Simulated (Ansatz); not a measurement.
ZnSe: pressure series

Consider ZnSe in the zinc blende structure (space group F-43m, No. 216).

```cif
data_SeZn
_chemical_formula_sum 'Se1 Zn1'
_space_group_name_H-M_alt 'P 1'
_space_group_IT_number 1
_cell_length_a 4.05385
_cell_length_b 4.05385
_cell_length_c 4.05385
_cell_angle_alpha 60.000
_cell_angle_beta 60.000
_cell_angle_gamma 60.000
loop_
_space_group_symop_operation_xyz
  'x, y, z'
loop_
_atom_site_label
_atom_site_type_symbol
_atom_site_fract_x
_atom_site_fract_y
_atom_site_fract_z
_atom_site_occupancy
Se1 Se 0.75000 0.75000 0.75000 1
Zn1 Zn 0.00000 0.00000 0.00000 1
```

Cell and atoms are relaxed at each pressure.

The values are results of plane-wave PAW DFT at the PBE level (Ansatz, a first-principles code, 420 eV), no spin-orbit coupling, not measurements.

Candidates:
(a) pressure 3 GPa
(b) pressure 7.5 GPa
(c) pressure 1.5 GPa
(d) pressure −1 GPa
(e) pressure 0.3 GPa

Base values:

```
Item        Value
--------  -------
Band gap  1.15 eV
```

Question: Order them by band gap, lowest first.

Answer: (d) pressure −1 GPa (1.08 eV), (e) pressure 0.3 GPa (1.17 eV), (c) pressure 1.5 GPa (1.25 eV), (a) pressure 3 GPa (1.34 eV), (b) pressure 7.5 GPa (1.58 eV)

Load acts through the strain it causes; cell and atoms are relaxed under it. No phonon test of stability was made. Tetrahedral semiconductors of this kind turn to denser phases somewhere between about 1 and 50 GPa; those were not computed, so compressed cells here can lie past the real transition.
